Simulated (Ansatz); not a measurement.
A computed series for CdSe: response to strain

Take CdSe in the zinc blende structure (space group F-43m, No. 216; a = 6.133 Å) as the base. Axes: x, y, z lie along the cube axes.

Strains are applied to the cell and any free atomic positions relax.

Computed with Ansatz (a quantum-chemistry and plane-wave program) r2SCAN, spin-orbit coupling left out.

Notes on the quantities. energy relative to the base: free energy F.

```
variant                      band gap  energy relative to the base  volume per atom
---------------------------  --------  ---------------------------  ---------------
base                          1.04 eV                   0 meV/atom         28.84 Å³
tensor shear ε_xy = +1.14 %   0.98 eV                +1.1 meV/atom         28.83 Å³
tensor shear ε_xy = +0.57 %   1.01 eV                +0.3 meV/atom         28.84 Å³
tensor shear ε_xy = +2.00 %   0.94 eV                +3.2 meV/atom         28.83 Å³
tensor shear ε_xy = +0.86 %   1.00 eV                +0.6 meV/atom         28.84 Å³
tensor shear ε_xy = +1.71 %   0.95 eV                +2.4 meV/atom         28.83 Å³
tensor shear ε_xy = +1.43 %   0.97 eV                +1.7 meV/atom         28.83 Å³
tensor shear ε_xy = +0.29 %   1.03 eV                +0.1 meV/atom         28.84 Å³
```

Whether these cells are dynamically stable was not tested.
